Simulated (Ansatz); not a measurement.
A self-consistent single point of KAu4Sn2 (I-4c2, 14 atoms in the cell) with Ansatz (a program for electronic structure).

Method of the run: LDA (PW92), default PAW files made with PBE (plane waves; Ansatz).

```xyz
14
Lattice="-4.4235 4.4235 4.0890 4.4235 -4.4235 4.0890 4.4235 4.4235 -4.0890" Properties=species:S:1:pos:R:3 pbc="T T T"
K      0.0000     4.4235     0.0000
K      4.4235     0.0000     0.0000
Au     1.2846     1.3934     0.6959
Au    -3.0301     3.1389     3.3931
Au     3.1389     3.0301     4.7849
Au     7.4536     1.2846    -0.6959
Au    -1.2846     1.3934     4.7849
Au     3.0301     3.1389    -0.6959
Au     5.7081     3.0301     0.6959
Au     1.3934     1.2846     3.3931
Sn     3.1495     3.1495     2.0445
Sn    -1.2740     1.2740     2.0445
Sn     1.2740     1.2740     6.1335
Sn     1.2740    -1.2740     2.0445
```

Reference input (self-consistent single point, DFT, LDA (PW92), plane waves, default PAW files made with PBE): kpoints.mp_grid.grid = 3 3 3; hamiltonian.xc = lda; hamiltonian.pseudopotentials = {kind: paw} (the program's default PAW files); scf.occupations.method = fermi_dirac; scf.occupations.width = 0.05 eV. This run's input differs from it in these lines:

Ansatz 0.2 input:
```diff
@@ -21,3 +21,3 @@
 kpoints:
-  mp_grid: { grid: [3, 3, 3] }
+  mp_grid: { grid: [6, 6, 6] }
 hamiltonian:
```

Output (repeated stretches shortened):

```
SCF iter   1: F=—  HF=-129433.699379 eV  |F-HF|=—  |Δ(HF+E_count)|=         —  Δρ=6.57e-3  dr2=7.58e-2  ethr=1.77e-3  ⟨swp⟩=5.6  Hψ=15123  notcnv=0  defer=153
all-band conjugate gradients solve this SCF's bands
preconditioner: auto → LDOS
SCF iter   2: F=—  HF=-129433.690889 eV  |F-HF|=—  |Δ(HF+E_count)|=   8.49e-3  Δρ=3.54e-3  dr2=3.83e-2  ethr=3.35e-5  ⟨swp⟩=2.0  Hψ=7373  notcnv=0  defer=397
   [... lines left out ...]
SCF iter   4: F=—  HF=-129433.673742 eV  |F-HF|=—  |Δ(HF+E_count)|=   3.74e-4  Δρ=1.62e-4  dr2=7.69e-5  ethr=6.35e-7  ⟨swp⟩=2.3  Hψ=6888  notcnv=0  defer=397
SCF iter   5: F=—  HF=-129433.673590 eV  |F-HF|=—  |Δ(HF+E_count)|=   1.52e-4  Δρ=3.57e-5  dr2=4.58e-6  ethr=3.40e-8  ⟨swp⟩=2.0  Hψ=6057  notcnv=0  defer=397
SCF iter   6: F=—  HF=-129433.673590 eV  |F-HF|=—  |Δ(HF+E_count)|=   5.41e-8  Δρ=1.52e-5  dr2=1.24e-6  ethr=2.02e-9  ⟨swp⟩=2.0  Hψ=6062  notcnv=0  defer=397
SCF iter   7: F=-129433.673590 eV  HF=-129433.673590 eV  |F-HF|=3.73e-9  |Δ(HF+E_count)|=   2.28e-7  Δρ=3.06e-6  dr2=2.05e-8  ethr=4.42e-11  ⟨swp⟩=9.8  Hψ=22895  notcnv=0
SCF 1 converged in 7 iterations: F = -129433.673590 eV  dr2 = 2.05e-8
Free energy (F): -129433.673590 eV
Internal energy: -129433.634913 eV  (E = F + TS)
E sigma→0 (E₀):  -129433.654251 eV
Entropy (-TS):   -0.038677 eV (-2.763 meV/atom)
Fermi energy:    13.169159 eV
--- Forces (eV/Å), atoms counted from 1 ---
  atom   1  K      0.00000000    -0.00000000     0.00000000
  atom   2  K     -0.00000000     0.00000000     0.00000000
  atom   3  Au    -0.06364136    -0.07688278    -0.15493260
  atom   4  Au    -0.07688278     0.06364136     0.15493260
  atom   5  Au     0.06364136     0.07688278    -0.15493260
  atom   6  Au     0.07688278    -0.06364136     0.15493260
  atom   7  Au     0.06364136    -0.07688278    -0.15493260
  atom   8  Au     0.07688278     0.06364136     0.15493260
   [... lines left out ...]
  atom  14  Sn    -0.06629082     0.06629082    -0.00000000
--- Stress (GPa, compression-positive) ---
       -2.085218       0.000000      -0.000000
        0.000000      -2.085218       0.000000
       -0.000000       0.000000      -1.172033
  P = ⅓ Tr σ = -1.7808 GPa (-17.808 kbar)
  The stress holds the Pulay correction. Without it, at fixed plane waves, as pw.x and ABINIT print it: P = -1.8189 GPa
```

The run converged in 7 iterations. Against the reference run the free energy goes down by 5.5 meV/atom, the pressure goes from -1.91 to -1.78 GPa and the largest force goes from 0.223 to 0.184 eV/Å.

The starting cell comes from a database of published, mostly measured structures (it also holds non-ambient and calculated ones), without a prior relaxation at this level. Spin-orbit coupling is off. Ansatz's pressure includes its estimate of the finite-basis (Pulay) stress.

Cost on one core of a shared machine: roughly 50 s.
